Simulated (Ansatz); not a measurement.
We consider Ta₂O₅ (within 0.1 Å of Cmmm, No. 65, 7 atoms in the cell; start mp-1238961), described by dielectric-dependent PBEsol hybrid (PAW; Ansatz, a first-principles code).

Input:

Ansatz 0.2 input:
```yaml
crystal:
  lattice:
    - [3.8393506687, 0.0, -0.02955224]
    - [0.0, 3.8599771886, 0.0]
    - [-1.8681916429, 0.0, 6.51876283]
  atoms:
    - { symbol: Ta, position: [0.6461161121, 0.0, 0.7921446296] }
    - { symbol: Ta, position: [0.3538838879, 0.0, 0.2078553704] }
    - { symbol: O, position: [0.6496712724, 0.5, 0.7989406074] }
    - { symbol: O, position: [0.3503287276, 0.5, 0.2010593926] }
    - { symbol: O, position: [0.1852198252, 0.0, 0.8703151523] }
    - { symbol: O, position: [0.8147801748, 0.0, 0.1296848477] }
    - { symbol: O, position: [0.5, 0.0, 0.5] }
  host: atoms
basis:
  ecutwfc: 460
  ecutrho_ratio: 4
  xc_grid: 2
kpoints:
  mp_grid: { grid: [6, 6, 4] }
hamiltonian:
  xc:
    exchange: pbesol
    correlation: pbesol
    exx: { coeff: inverse_dielectric }
  dispersion: none
  pseudopotentials: { kind: paw }
scf:
  occupations: { method: fermi_dirac, width: 0.01 }
  convergence: { dr2_threshold: 0.0000000007 }
output:
  forces: true
  stress: true
  eigenvalues: true
```

Excerpt of the program's output:

```
WARN output.stress: scf.exx.energy_threshold = 1e-6 eV is looser than the 7e-8 eV advised for a stress under a hybrid functional (1e-8 eV for each atom of the …
Crystal: 7 atoms, lattice volume = 96.394 Å³
Basis set: ecut = 460 eV, 2157 PW (Γ), exchange–correlation on 54×60×96 points (8 copies of the dense FFT grid, shifted against one another)
Bands: 35, of which v1, the nominal top of the filled ones, is band 28 counted from 1 (27 counted from 0)
Symmetry: 4 space group operations
Space group: P2/m (ITA 10), of the structure as read, at distance tolerance 4.6e-5 Å
k-points: 56 of 144
SCF iter   1: F=—  HF=-22424.619341 eV  |F-HF|=—  |Δ(HF+E_count)|=         —  Δρ=1.52e-2  dr2=1.75e-1
SCF iter   2: F=—  HF=-22424.603360 eV  |F-HF|=—  |Δ(HF+E_count)|=   1.60e-2  Δρ=1.09e-2  dr2=1.07e-1
  ...
Crystal: 7 atoms, lattice volume = 96.394 Å³
Initial density: handed on by an earlier stage of this run
Functional: x = 0.8151823537312813 pbesol(κ = 0.804, μ = 0.12345679012345678) + 0.18481764626871866 exact, c = pbesol(β = 0.046)
Crystal: 7 atoms, lattice volume = 96.394 Å³
SCF iter   5: F=—  HF=-22480.584017 eV  |F-HF|=—  |Δ(HF+E_count)|=   8.96e-9  Δρ=9.53e-7  dr2=8.54e-10
SCF iter   6: F=-22480.584017 eV  HF=-22480.584017 eV  |F-HF|=3.46e-10  |Δ(HF+E_count)|=   3.46e-9  Δρ=7.42e-7  dr2=4.11e-10
SCF 3 converged in 6 iterations: F = -22480.584017 eV  dr2 = 4.11e-10
Free energy (F): -22480.584017 eV
Internal energy: -22480.584017 eV  (E = F + TS)
E sigma→0 (E₀):  -22480.584017 eV
Fermi energy:    7.812343 eV
--- Forces (eV/Å), atoms counted from 1 ---
  atom   1  Ta    -0.00070382     0.00000000    -0.07946720
  atom   2  Ta     0.00070382     0.00000000     0.07946720
  atom   3  O     -0.00059931     0.00000000    -0.00685491
  atom   4  O      0.00059931     0.00000000     0.00685491
  atom   5  O      0.00071103     0.00000000     0.07272517
  atom   6  O     -0.00071103     0.00000000    -0.07272517
  atom   7  O      0.00000000     0.00000000     0.00000000
--- Stress (GPa, compression-positive) ---
       -2.605745       0.000000      -0.006138
        0.000000      -4.675966       0.000000
       -0.006138       0.000000      -3.306526
  P = ⅓ Tr σ = -3.5294 GPa (-35.294 kbar)
```

The PAW data were made under PBE.

Note: cell and atoms aren't relaxed at this level (largest force component 0.08 eV/Å, pressure -3.5 GPa).

Computing time: around 6 core-minutes (rough).

A start named mp-… is a Materials Project structure, which need not be a measured phase.
